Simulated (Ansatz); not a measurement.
How far PBE and PBEsol part for HfC

Base system: HfC in the rock salt structure (space group Fm-3m, No. 225; a = 4.651 Å).

(Cell as relaxed with PBE.)

Levels (all Ansatz, an electronic-structure program, PAW): PBE (420 eV, spin-orbit coupling left out); PBEsol (420 eV, no SOC).

Each level relaxes its own structure.

```tsv
quantity	PBE	PBEsol
volume per atom	12.58 Å³	12.22 Å³
lattice parameter a	8.790 bohr	8.706 bohr
band gap	zero	zero
```

PBE's volume per atom lies 0.36 Å³ above PBEsol's (2.9 %); PBE's lattice parameter a lies 0.084 bohr above PBEsol's (1.0 %); the two agree on the band gap. Neither level is exact; PBEsol is the comparison here, not a measurement.

Stability against distortions was not tested. The final runs are not spin-polarised.
